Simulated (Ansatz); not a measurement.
**CdGa2Se4: uniaxial strain ε_xx = +1.50 %**

The reference is CdGa2Se4 (space group I-4, No. 82; a = 5.7263 Å, c = 10.7810 Å). Axes: x, y, z lie along a, b, c of the conventional cell.

The change: the cell is stretched by 1.50 % along x with no lateral relaxation; the atoms relax in the strained cell.

Calculations: plane-wave PAW DFT at the PBEsol level (Ansatz, an electronic-structure program, 420 eV), no spin-orbit coupling. k-mesh 8×8×8 (Γ-centred); smearing 0.05 eV (Fermi–Dirac).

| quantity | base | changed | shift |
|---|---|---|---|
| volume per atom | 25.25 Å³ | 25.63 Å³ | +0.38 Å³ |
| space group | I-4 (No. 82) | C2 (No. 5) | – |
| shortest interatomic distance | 2.422 Å | 2.426 Å | +0.0047 Å |
| energy relative to the base (free energy F) | 0 meV/atom | +0.9 meV/atom | +0.9 meV/atom |
| pressure (mean of the normal stresses, compression positive) | 0.00 GPa | -0.51 GPa | -0.51 GPa |
| band gap | 1.37 eV | 1.32 eV | -0.042 eV |
| gap character | direct at Γ | direct at Γ | – |
| electron mass | 0.18 mₑ along c, 0.11 mₑ across (at Γ) | 0.18 mₑ along z, 0.12 mₑ across (at Γ) | – |
| hole mass | – | 0.88 mₑ along x, 0.12 mₑ along y, 0.64 mₑ along z (at Γ) | – |
| valence-band top at Γ (three highest levels, from the VBM) | 0.00, 0.00, -0.19 eV | 0.00, -0.06, -0.17 eV | – |
| valley order (the lowest conduction-band minima on the path, energy above the VBM, named in the base's zone) | Γ 1.37 eV; X (0, 0, 1/2) 2.09 eV; M (1/2, 1/2, 1/2) 2.43 eV | Γ 1.32 eV; X (1/2, 1/2, 0) 2.03 eV; X (0, 0, 1/2) 2.04 eV; M (1/2, 1/2, 1/2) 2.47 eV | – |
| largest internal atomic displacement | – | 0.021 Å | – |
| stress (xx, yy, zz, yz, xz, xy; compression positive) | – | (-0.77, -0.32, -0.42, 0.00, 0.00, -0.01) GPa | – |

Effective masses come from finite differences of ±0.01 Å⁻¹. Whether these cells are dynamically stable was not tested. k-point labels follow each cell's own Brillouin zone.
